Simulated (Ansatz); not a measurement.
Spacing of the highest filled and lowest empty level at the zone centre in eight small model glasses of hand-chosen composition and density, fast-quenched (anions pushed apart in CHGNet runs), each at its PBE geometry, by PBE and by HSE06 (Ansatz, a quantum-chemistry and plane-wave program, plane waves, PAW). The cells are the first eight to finish that balance their formal charges, show no moments and no lower geometry on charging where those were tested, and have a gap at both levels; defect levels can set the spacings, and exact exchange is cut at the cells' faces.

```json
[
 {"cell": "Ti20O43Al2", "quench by": "CHGNet", "pressure (GPa)": "0.0", "levels at the gap": "localised at the filled edge", "PBE (eV)": "2.41", "experiment, tabulated (eV)": "-"},
 {"cell": "Al28O43Ba", "quench by": "CHGNet", "pressure (GPa)": "3.8", "levels at the gap": "localised at the filled edge", "PBE (eV)": "3.33", "experiment, tabulated (eV)": "-"},
 {"cell": "Ti20O41Na2", "quench by": "CHGNet", "pressure (GPa)": "2.2", "levels at the gap": "localised at the filled edge", "PBE (eV)": "2.82", "experiment, tabulated (eV)": "-"},
 {"cell": "Ti20O41Ag2", "quench by": "CHGNet", "pressure (GPa)": "0.1", "levels at the gap": "localised at the filled edge", "PBE (eV)": "2.37", "experiment, tabulated (eV)": "-"},
 {"cell": "Si24O49Li2", "quench by": "CHGNet", "pressure (GPa)": "0.1", "levels at the gap": "localised at the filled edge", "PBE (eV)": "4.50", "experiment, tabulated (eV)": "-"},
 {"cell": "In24O41Nb2", "quench by": "CHGNet", "pressure (GPa)": "0.2", "levels at the gap": "localised at the filled edge", "PBE (eV)": "0.91", "experiment, tabulated (eV)": "-"},
 {"cell": "In24O38Ti", "quench by": "CHGNet", "pressure (GPa)": "0.7", "levels at the gap": "localised at the filled edge", "PBE (eV)": "0.68", "experiment, tabulated (eV)": "-"},
 {"cell": "In9Ga9Zn9O37Ag2", "quench by": "CHGNet", "pressure (GPa)": "0.1", "levels at the gap": "spread", "PBE (eV)": "0.36", "experiment, tabulated (eV)": "-"}
]
```

Q: What does HSE06 give, and how does it move these values against PBE?

A: Ti20O43Al2 3.91, Al28O43Ba 5.01, Ti20O41Na2 4.35, Ti20O41Ag2 3.87, Si24O49Li2 6.28, In24O41Nb2 2.34, In24O38Ti 2.08, In9Ga9Zn9O37Ag2 1.87 eV. It raises them by +1.40 to +1.78 eV, +1.54 eV on average. A straight line through the eight gives HSE06 = 1.08 × PBE +1.37 eV, with a scatter of 0.06 eV.
